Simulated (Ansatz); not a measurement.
Start from ZnS in the zinc blende structure (space group F-43m, No. 216).

```xyz
2
Lattice="0.0000 2.6952 2.6952 2.6952 0.0000 2.6952 2.6952 2.6952 0.0000" Properties=species:S:1:pos:R:3 pbc="T T T"
S      4.0428     4.0428     4.0428
Zn     0.0000     0.0000     0.0000
```

Cartesian axes are those of the cell as printed.

The values are results of DFT with r2SCAN, PAW potentials and a 500 eV plane-wave cutoff in Ansatz (a first-principles code), without spin-orbit coupling, earlier PAW set, not measurements.

Modification: uniaxial strain ε_zz = −4.35 %, all other strain components held at zero, atoms relaxed at fixed cell.

**Question.** Predict the stress tensor and what it implies for the stiffness.

**Answer.** Stress of the strained cell less that of the base (GPa, compression positive):
```
   3.21    0.00    0.00
   0.00    3.21    0.00
   0.00    0.00    4.87
```

Then −Δσ_ii/ε with ε = -0.0435 gives secant stiffness values (nonlinear terms included at this strain): C33 ≈ 112 GPa, C13 ≈ 74 GPa and C23 ≈ 74 GPa.

As a check, the harmonic strain energy −½ V₀ Δσ:ε is 13 meV/atom; the computed energy rise is 13 meV/atom.

Whether these cells are dynamically stable was not tested.
